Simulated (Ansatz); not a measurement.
Take CaSnS$_{3}$ (space group R-3, No. 148; a = 6.656 Å, c = 18.409 Å (hexagonal axes); a cell from a computed database, its experimental status unchecked) as the base.

Method: PBEsol/PAW in Ansatz (a program for electronic structure), spin-orbit coupling left out.

Base values:

- Gap character = indirect, k = (0, 1/3, 0.167) in the run's primitive reciprocal basis → T
- Density = 3.60 g/cm³
- Smallest direct gap = 1.78 eV
- Band gap = 1.75 eV

Now apply this change: hydrostatic tension (pressure −1 GPa).

Task: Predict the new gap character.

Result: The gap character becomes indirect, k = (0, 1/3, 0.167) in the run's primitive reciprocal basis → Γ (base: indirect, k = (0, 1/3, 0.167) in the run's primitive reciprocal basis → T).

Task: Estimate the effect on the density.

Result: The density drops by 0.06 g/cm³ (3.60 g/cm³ → 3.54 g/cm³).

Task: What does the calculation give for the smallest direct gap after the change?

Result: The smallest direct gap decreases by 0.01 eV, from 1.78 eV to 1.77 eV.

Task: How does this affect the band gap?

Result: The band gap shrinks by 0.073 eV (1.75 eV → 1.67 eV).

Load acts through the strain it causes; cell and atoms are relaxed under it. No phonon test of stability was made.
